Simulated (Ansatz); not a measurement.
# Effective masses and thermopower of GaSe (R3m)

Input:

```xyz
4
Lattice="1.8550 1.0710 7.6949 -1.8550 1.0710 7.6949 0.0000 -2.1420 7.6949" Properties=species:S:1:pos:R:3 pbc="T T T"
Ga     0.0000     0.0000    21.8743
Ga     0.0000     0.0000     1.2014
Se     0.0000     0.0000     5.3107
Se     0.0000     0.0000    10.0731
```

Computed with PBEsol+D3BJ, rigid bands (plane waves, PAW, scalar-relativistic; Ansatz, a first-principles code). Cell: cell and atoms relaxed with PBEsol+d3bj.

- band gap: 0.77 eV
- electron conductivity mass (300 K, dilute): 0.30 (x), 0.30 (y), 0.26 (z) mₑ
- effective density of states N_c (300 K): 1.6e19 cm⁻³
- density-of-states mass, electrons: 0.73 mₑ
- Seebeck coefficient, n-type 1e19 cm⁻³, 300 K: -287 μV/K
- best n-type power factor at 300 K for τ = 10 fs (best axis; densities from 1e16 to 1e21 cm⁻³ tried, whether or not they can be reached): 18.7 μW/(cm·K²) at 3e20 cm⁻³

Rigid bands; masses and Seebeck coefficients take one relaxation time τ for all states and one kind of carrier; polarons and phonon drag are left out. Spin-orbit coupling is left out. Geometry: cell and atoms relaxed with PBEsol+D3(BJ).

Computed structure, not matched to a measured one here, so possibly hypothetical: GaSe (R3m).
